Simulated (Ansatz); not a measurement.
Consider the following.

```
CELL_PARAMETERS angstrom
      0.00000     2.83278     2.83278
      2.83278     0.00000     2.83278
      2.83278     2.83278     0.00000
ATOMIC_POSITIONS crystal
  As 0.75000 0.75000 0.75000
  Ga 0.00000 0.00000 0.00000
```

No spin polarisation.

Level of theory: r2SCAN, PAW, 500 eV (Ansatz, a first-principles code; no spin-orbit coupling), earlier PAW set. Settings: 10×10×10 k-points, 0.05 eV Fermi–Dirac smearing.

Question: Estimate the gap character.

Answer: Direct at Γ.

Question: Estimate the band gap.

Answer: 0.97 eV.

Question: What is the computed hole mass (degenerate bands, along [100])?

Answer: 0.051, 0.34, 0.34 mₑ (at Γ).

Effective masses come from finite differences of ±0.01 Å⁻¹. Whether these cells are dynamically stable was not tested. The cell was made from InAs by this change: In → Ga.
